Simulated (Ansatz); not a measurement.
System: interstitial Li in silicon with all lengths changed by -1 % (charge state +1). The step: Li moves alone to another site; the atom moves 2.34 Å along (0.25, -0.25, -0.25) of the unit cell; the moving atom starts with neighbours 4 Si at 2.43, 6 Si at 2.72 Å and ends with 4 Si at 2.43, 6 Si at 2.72 Å. DFT values are from Ansatz (plane-wave PAW, 420 eV unless said) in a cell of 64 host sites, spin-restricted, static, with no finite-size correction. The charge state is imposed; whether it is stable for some Fermi level was not computed. Sites that were not tried may lie lower. For the PBE band: the saddle point's order was not checked, and it lies on a symmetry element of the cell, where a band can be held.

```csv
Level,Forward barrier (eV),Cost of the band or of the saddle's single point
"CHGNet universal potential (has no charge state), its own band",0.26,-
"PBE, a 2×2×2 k-point mesh shifted by half a step, band relaxed",0.64,roughly 8 core-minutes
"PBE, a 3×3×3 k-point mesh shifted by half a step, same geometries",0.64,around 110 core-seconds (rough)
```

Ansatz is an electronic-structure program.
